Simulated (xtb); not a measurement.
xtb 6.7.1, GFN2-xTB: [SiH3][SiH][SiH2][SiH3], charge 0, multiplicity 2, 13 atoms. The geometry is a generated start, not checked to be a minimum at this level.

```yaml
method: GFN2-xTB
"--acc": 1 (default)
"--etemp (K)": 300 (default)
detailed input (--input): "none: ANC optimiser, Lindh (1995) Hessian, microcycle=20, maxdispl=1.0, hlow=0.01 (default)"
basis_functions: 49
valence_electrons: 25
```

```xyz
13

Si     2.3247     1.4343    -0.1644
Si     1.3430    -0.6233    -0.4151
Si    -0.6783    -1.3221     0.4409
Si    -2.5398    -0.1002    -0.1695
H      3.6676     1.4684    -0.7505
H      2.4825     1.9356     1.2064
H      1.5193     2.4461    -0.8604
H      2.3638    -1.6801    -0.2444
H     -0.8640    -2.7197     0.0192
H     -0.6729    -1.4303     1.9119
H     -3.7247    -0.3903     0.6401
H     -2.3029     1.3398    -0.0538
H     -2.9182    -0.3582    -1.5606
```

Charge 0 and multiplicity 2 are set for this test and not shown to be the ground state. GFN-xTB has no spin term: --uhf 1 sets the occupations alone.

The structure is relaxed from this start with --opt LEVEL for the levels crude, sloppy, loose, lax, normal, tight, vtight, extreme, once each. Up to the end of the extreme run atoms move by at most 2.0 Å along an axis.

Question: Choose the cheapest level whose final energy lies within 5 meV of that of extreme.

Answer: vtight: 283 cycles against 284, ending 0.00065 meV above.

| level | cycles | energy above the extreme run (meV) | gradient norm (eV/Å) |
|---|---|---|---|
| crude | 1 | 23 | 0.17 |
| sloppy | 1 | 23 | 0.17 |
| loose | 1 | 23 | 0.17 |
| lax | 3 | 22 | 0.10 |
| normal | 15 | 16 | 0.062 |
| tight | 17 | 16 | 0.047 |
| vtight | 283 | under 0.01 | 0.014 |
| extreme | 284 | — | 0.013 |
